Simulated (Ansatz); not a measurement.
Abridged Ansatz (a quantum-chemistry and plane-wave program) output:

```
Pseudopotential: Se, paw, valence charge 16
Pseudopotential: Zn, paw, valence charge 12
Crystal: 2 atoms, lattice volume = 44.702 Å³
Basis set: ecut = 420 eV, 893 PW (Γ), exchange–correlation on 54×54×54 points (8 copies of the dense FFT grid, shifted against one another)
Bands: 18, of which v1, the nominal top of the filled ones, is band 14 counted from 1 (13 counted from 0)
Symmetry: 24 space group operations
k-points: 47 of 1000 (time reversal used)
Functional: x = pbesol(κ = 0.804, μ = 0.12345679012345678), c = pbesol(β = 0.046)
SCF iter   1: F=—  HF=-8706.805771 eV  |F-HF|=—  |Δ(HF+E_count)|=         —  Δρ=5.99e-2  dr2=1.01e0  ethr=3.10e-3  ⟨swp⟩=6.0  Hψ=4640  notcnv=0
SCF iter   2: F=—  HF=-8706.555523 eV  |F-HF|=—  |Δ(HF+E_count)|=   2.50e-1  Δρ=2.58e-2  dr2=1.94e-1  ethr=3.10e-3  ⟨swp⟩=3.0  Hψ=1955  notcnv=0
SCF 1 converged in 10 iterations: F = -8706.464727 eV  dr2 = 2.22e-12
SCF converged after 10 iterations
Free energy (F): -8706.464727 eV
Internal energy: -8706.464727 eV  (E = F + TS)
E sigma→0 (E₀):  -8706.464727 eV
Entropy (-TS):   -0.000000 eV (-0.000 meV/atom)
Fermi energy:    7.315592 eV
--- Forces (eV/Å), atoms counted from 1 ---
  atom   1  Se     0.00000000    -0.00000000     0.00000000
  atom   2  Zn    -0.00000000     0.00000000    -0.00000000
--- Stress (GPa, compression-positive) ---
       -0.003374      -0.000000      -0.000000
       -0.000000      -0.003374       0.000000
        0.000000       0.000000      -0.003374
  P = ⅓ Tr σ = -0.0034 GPa (-0.034 kbar)
```

Question: What was computed, and what are the main results?

Answer: ZnSe, 2 atoms in the cell, with plane-wave PAW DFT at the PBEsol level (Ansatz, 420 eV), without spin-orbit coupling, earlier PAW set. The last SCF converged to F = -8706.464727 eV, or -4353.2324 eV per atom, at a pressure of 0.00 GPa. The total energy compares only with runs of the same code, potentials and settings.

No phonon test of stability was made. The cell was made from ZnS by this change: S → Se.
